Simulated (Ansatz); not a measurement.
Consider KZnF3 in the cubic perovskite structure (space group Pm-3m, No. 221).

```
CELL_PARAMETERS angstrom
      4.05228     0.00000     0.00000
      0.00000     4.05228     0.00000
      0.00000     0.00000     4.05228
ATOMIC_POSITIONS crystal
  K  0.00000 0.00000 0.00000
  Zn 0.50000 0.50000 0.50000
  F  0.50000 0.00000 0.50000
  F  0.00000 0.50000 0.50000
  F  0.50000 0.50000 0.00000
```

Cartesian axes are those of the cell as printed.

Method: PBEsol (Ansatz, a first-principles code), without spin-orbit coupling.

Before the change:

The band gap is 3.71 eV.

The change: uniaxial strain ε_zz = +0.60 %, all other strain components held at zero; the atoms relax in the strained cell.

Q: How does this affect the band gap?

A: The band gap drops by 0.03 eV to 3.68 eV.

Q: Estimate the effect on the stress.

A: The stress (xx, yy, zz, yz, xz, xy; compression positive) amounts to (-0.30, -0.30, -0.78, 0.00, 0.00, 0.00) GPa.

Stability against distortions was not tested. Many cubic perovskites are stable only at high temperature; tilts and polar distortions were not tested.
